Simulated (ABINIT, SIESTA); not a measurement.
An ABINIT input for a self-consistent single point of Na3Tl (I4/mmm, 4 atoms in the cell) (DFT, LDA (PW92), plane waves, PAW (JTH v2.0 LDA PAW)):

```
# Na3Tl, JTH v2.0 LDA PAW
pp_dirpath "./"
pseudos "Na.LDA_PW-JTH.xml, Tl.LDA_PW-JTH.xml"
acell 3*1.0 Angstrom
rprim
        -2.5004440000    2.5004440000    5.0208640000
         2.5004440000   -2.5004440000    5.0208640000
         2.5004440000    2.5004440000   -5.0208640000
natom 4
ntypat 2
znucl 11 81
typat 1 1 1 2
xcart
         0.0000000000    2.5004440000    2.5104320000
         2.5004440000   -0.0000000000    2.5104320000
         0.0000000000   -0.0000000000    5.0208640000
         0.0000000000    0.0000000000    0.0000000000
      Angstrom
ecut 60 Ry
pawecutdg 120 Ry
pawxcdev 0
occopt 7
tsmear 0.272 eV
nband 27
kptopt 1
ngkpt 6 6 6
nshiftk 1
shiftk 0 0 0
nstep 80
tolvrs 1.0e-11
prtwf 0
prtden 0
```

Question: Give the SIESTA input for the same structure, mesh, smearing and functional.

Answer: One input that does it (others would too):

```
# files in the folder: Na.psml Tl.psml (PseudoDojo LDA standard)
SystemName  Na3Tl
SystemLabel Na3Tl

NumberOfAtoms                4
NumberOfSpecies              2
%block ChemicalSpeciesLabel
  1 11 Na
  2 81 Tl
%endblock ChemicalSpeciesLabel
LatticeConstant              6.141133 Ang
%block LatticeVectors
    -0.407163304    0.407163304    0.817579427
     0.407163304   -0.407163304    0.817579427
     0.407163304    0.407163304   -0.817579427
%endblock LatticeVectors
AtomicCoordinatesFormat      Fractional
%block AtomicCoordinatesAndAtomicSpecies
     0.750000000    0.250000000    0.500000000  1
     0.250000000    0.750000000    0.500000000  1
     0.500000000    0.500000000    0.000000000  1
     0.000000000    0.000000000    0.000000000  2
%endblock AtomicCoordinatesAndAtomicSpecies

XC.functional                LDA
XC.authors                   PW92
PAO.BasisSize                DZP
PAO.EnergyShift              0.01 Ry
MeshCutoff                   300 Ry
%block kgrid.MonkhorstPack
    6   0   0  0.0
    0   6   0  0.0
    0   0   6  0.0
%endblock kgrid.MonkhorstPack
OccupationFunction           MP
OccupationMPOrder            0
ElectronicTemperature        272.0 meV

MaxSCFIterations             150
SCF.Mixer.Method             Pulay
SCF.Mixer.Weight             0.2
SCF.Mixer.History            6
SCF.DM.Tolerance             1.0E-04
Diag.ParallelOverK           true
WriteForces                  true
Charge.Mulliken              end
```

Basis settings and potentials, where a program has them, do not carry over. This input uses DFT, LDA PW92, numerical atomic orbitals DZP, PseudoDojo LDA standard norm-conserving potentials (rewritten from UPF to PSML). LDA parametrisations can differ slightly between programs. Both were run: pressure -2.14 GPa in ABINIT and -1.55 in SIESTA.

On ABINIT: the starting cell comes from a database of computed structures (which also holds hypothetical and non-ambient phases and stackings), without a prior relaxation at this level. Its lattice was rescaled by a random factor within 2.5 % of one.

On SIESTA: the starting cell comes from a database of computed structures (which also holds hypothetical and non-ambient phases and stackings), without a prior relaxation at this level. Its lattice was rescaled by a random factor within 2.5 % of one. Values carry the incompleteness of an atom-centred basis.
